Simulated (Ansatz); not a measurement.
An Ansatz (an electronic-structure program) input (r2SCAN, PAW, 500 eV (Ansatz; no spin-orbit coupling)):

Ansatz 0.2 input:
```yaml
crystal:
  lattice:
    - [2.8550852827, 0, 0]
    - [-1.4275426414, 2.4725763848, 0]
    - [0, 0, 4.6097724994]
  atoms:
    - { symbol: Re, position: [0.3333333333, 0.6666666667, 0.75] }
    - { symbol: Re, position: [0.6666666667, 0.3333333333, 0.25] }
basis: { ecutwfc: 500, ecutrho_ratio: 4, xc_grid: 4, fft_grid_basis: typed }
kpoints: { mp_grid: { grid: [19, 19, 11] } }
hamiltonian:
  xc: r2scan
  dispersion: none
  pseudopotentials: { kind: paw }
scf: { occupations: { method: fermi_dirac, width: 0.05 }, convergence: { dr2_threshold: 0.0000000002 } }
output: { forces: true, stress: true }
checkpoint: { write: state.ck, write_every: 1000 }
```

**Question.** Which symmetry and how many k-points will the program report, and about how many plane waves at Γ?

**Answer.** Space group P63/mmc (ITA 194) with 24 operations, k-points 240 of 3971, and 833 plane waves at Γ.

**Question.** And the final pressure?

**Answer.** -31.49 GPa (compression positive).

Single points use the geometry relaxed with PBEsol. The cells carry an imposed strain or load. No phonon test of stability was made. All final runs are without spin polarisation. The cell was made from Re in the hcp (Mg type) structure (space group P6_3/mmc, No. 194) by this change: isotropic strain +3.79 %.
